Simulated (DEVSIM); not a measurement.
Structure: abrupt InP p-n junction, at 250 K.

Layer 1 from the left is InP, thickness (μm) 7.30, Na (cm⁻³) 7.3e17, τn (s) 5.4e-9, τp (s) 5.4e-9. Layer 2 from the left is InP, thickness (μm) 89.0, Nd (cm⁻³) 1e17, τn (s) 5.4e-9, τp (s) 1.6e-10.

Left contact: ohmic. Right contact: ohmic. Voltage is applied to the left contact. Recombination: SRH at mid-gap, radiative. Mobility is μmin + (μ − μmin)/(1 + (N/Nref)^α).

The device is made up for the run: typed textbook-type constants, with dimensions and the other settings drawn at random. Values at 300 K; Nc and Nv go as T^1.5, mobilities as T to minus their exponent, the gap by Varshni's rule with the affinity fixed.

InP: gap (eV) 1.344, affinity (eV) 4.38, permittivity 12.5, Nc (cm⁻³) 5.7e17, Nv (cm⁻³) 1.1e19, μn (cm²/Vs) 5200, μp (cm²/Vs) 170, μn,min 400, μp,min 10, Nref,n 3e17, Nref,p 4.9e17, αn 0.47, αp 0.62, T exponent of μn 2, T exponent of μp 2, B (cm³/s) 1.2e-10, Varshni α (eV/K) 0.000363, Varshni β (K) 162.

### Question
Estimate by hand the built-in potential, the peak field at zero bias, the capacitance at -1.5 V, and compare with a numerical solution.

### Answer

- Built-in potential: ni = √(Nc Nv) exp(−Eg/2kT) = 37600 cm⁻³ with Eg = 1.360 eV; Vbi = kT/q ln(Na Nd/ni²) = 1.275 V; numerical 1.275 V.
- Peak field at zero bias: depletion approximation: W = √(2εVbi/(qN)) = 0.142 μm with N = 8.80e16 cm⁻³; field = 2Vbi/W = 180000 V/cm; numerical 177000 V/cm (estimate above by 1.7 %).
- Capacitance at -1.5 V: C = √(qεN / 2(Vbi + |V|)) = 53.0 nF/cm²; numerical 53.4 nF/cm² (estimate below by 0.78 %).

Simulated with DEVSIM: 1D drift-diffusion, Boltzmann statistics, complete ionisation; no tunnelling, impact ionisation, image-force lowering or self-heating.
